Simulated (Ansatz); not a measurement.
Structures of equal composition on the (111) surface of fcc Rh: a layer of Au in place of the second plane; a layer of Au in place of the third plane. The slabs share one bottom face, and each structure is named by its start. These are constructed structures in small cells; real faces may alloy, dewet or reconstruct in larger ones, and not all known structures of the face are among them. Slabs of about 11 Å, Fermi-Dirac smearing of 0.1 eV. Bottom of the slabs: a bare face, its two planes held. Relaxed from the named starts with such symmetry as they have, on meshes of like density; energies extrapolated to zero smearing; spin only where a row says so; no spin-orbit coupling, no U. Brackets mark spin-polarised runs, whose order is one that fits the cell.

All values below come from PBE (plane waves to 420 eV, PAW; Ansatz, a quantum-chemistry and plane-wave program).

Put the candidates in order of energy per 1x1 cell, lowest first, for PBE.

a layer of Au in place of the third plane (0.000 eV), a layer of Au in place of the second plane (0.080 eV)
